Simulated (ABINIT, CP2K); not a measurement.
An ABINIT input for a self-consistent single point of TiAlPt (P6_3/mmc, 6 atoms in the cell) (DFT, PBEsol, plane waves, norm-conserving pseudopotentials (PseudoDojo nc-sr-04 PBEsol standard)):

```
# TiAlPt, PseudoDojo nc-sr-04 PBEsol standard
pp_dirpath "./"
pseudos "Ti.upf, Al.upf, Pt.upf"
acell 4.4168498241 4.4168498241 5.4077100000 Angstrom
rprim
         1.0000000000    0.0000000092    0.0000000000
        -0.5000000080    0.8660253992    0.0000000000
         0.0000000000    0.0000000000    1.0000000000
natom 6
ntypat 3
znucl 22 13 78
typat 1 1 2 2 3 3
xred
         0.0000000000    0.0000000000    0.0000000000
         0.0000000000    0.0000000000    0.5000000000
         0.3333333333    0.6666666667    0.2500000000
         0.6666666667    0.3333333333    0.7500000000
         0.6666666667    0.3333333333    0.2500000000
         0.3333333333    0.6666666667    0.7500000000
ecut 42
ixc -116133
occopt 3
tsmear 0.00183747
nband 42
kptopt 1
ngkpt 6 6 4
nshiftk 1
shiftk 0 0 0
nstep 60
tolvrs 1.0e-11
prtwf 0
prtden 0
```

Task: Translate this input to CP2K.

Result: One input that does it (others would too):

```
&GLOBAL
  PROJECT bulk
  RUN_TYPE ENERGY_FORCE
  PRINT_LEVEL LOW
&END GLOBAL
&FORCE_EVAL
  METHOD Quickstep
  STRESS_TENSOR ANALYTICAL
  &DFT
    BASIS_SET_FILE_NAME BASIS_MOLOPT
    POTENTIAL_FILE_NAME GTH_POTENTIALS
    &QS
      METHOD GPW
      EPS_DEFAULT 1E-10
    &END QS
    &MGRID
      CUTOFF 600
      REL_CUTOFF 60
      NGRIDS 5
    &END MGRID
    &SCF
      SCF_GUESS ATOMIC
      EPS_SCF 1E-6
      MAX_SCF 100
      ADDED_MOS 11
      &DIAGONALIZATION
        ALGORITHM STANDARD
      &END DIAGONALIZATION
      &MIXING
        METHOD BROYDEN_MIXING
        ALPHA 0.3
        NBUFFER 12
      &END MIXING
      &SMEAR ON
        METHOD FERMI_DIRAC
        ELECTRONIC_TEMPERATURE [K] 580.23
      &END SMEAR
    &END SCF
    &KPOINTS
      SCHEME MACDONALD 6 6 4 0.08333333333 0.08333333333 0.125
    &END KPOINTS
    &XC
      &XC_FUNCTIONAL
        &PBE
          PARAMETRIZATION PBESOL
        &END PBE
      &END XC_FUNCTIONAL
    &END XC
    &PRINT
      &MO
        EIGENVALUES T
        OCCUPATION_NUMBERS T
        NDIGITS 8
        FILENAME mo
        &EACH
          QS_SCF 0
        &END EACH
        ADD_LAST NUMERIC
      &END MO
      &MULLIKEN OFF
      &END MULLIKEN
    &END PRINT
  &END DFT
  &SUBSYS
    &CELL
      A 4.41685000 0.00000000 0.00000000
      B -2.20842500 3.82510400 0.00000000
      C 0.00000000 0.00000000 5.40771000
      PERIODIC XYZ
    &END CELL
    &COORD
      SCALED
      Ti       0.00000000     0.00000000     0.00000000
      Ti       0.00000000     0.00000000     0.50000000
      Al       0.33333300     0.66666700     0.25000000
      Al       0.66666700     0.33333300     0.75000000
      Pt       0.66666700     0.33333300     0.25000000
      Pt       0.33333300     0.66666700     0.75000000
    &END COORD
    &KIND Ti
      BASIS_SET DZVP-MOLOPT-SR-GTH
      POTENTIAL GTH-PBE-q12
    &END KIND
    &KIND Al
      BASIS_SET DZVP-MOLOPT-SR-GTH
      POTENTIAL GTH-PBE-q3
    &END KIND
    &KIND Pt
      BASIS_SET DZVP-MOLOPT-SR-GTH
      POTENTIAL GTH-PBE-q18
    &END KIND
  &END SUBSYS
  &PRINT
    &FORCES ON
    &END FORCES
    &STRESS_TENSOR ON
    &END STRESS_TENSOR
  &END PRINT
&END FORCE_EVAL
```

Basis settings and potentials, where a program has them, do not carry over. This input uses DFT PBEsol, GPW, DZVP-MOLOPT-SR-GTH basis, GTH-PBE potentials (GTH_POTENTIALS). Both were run: pressure -2.76 GPa in ABINIT and -1.86 in CP2K.

On CP2K: the starting cell comes from a database of computed structures (which also holds hypothetical and non-ambient phases and stackings), without a prior relaxation at this level. Spin polarisation is off. Values carry the incompleteness of an atom-centred basis. The potentials were made for another functional than the one used.

On ABINIT: the starting cell comes from a database of computed structures (which also holds hypothetical and non-ambient phases and stackings), without a prior relaxation at this level. Spin polarisation is off.
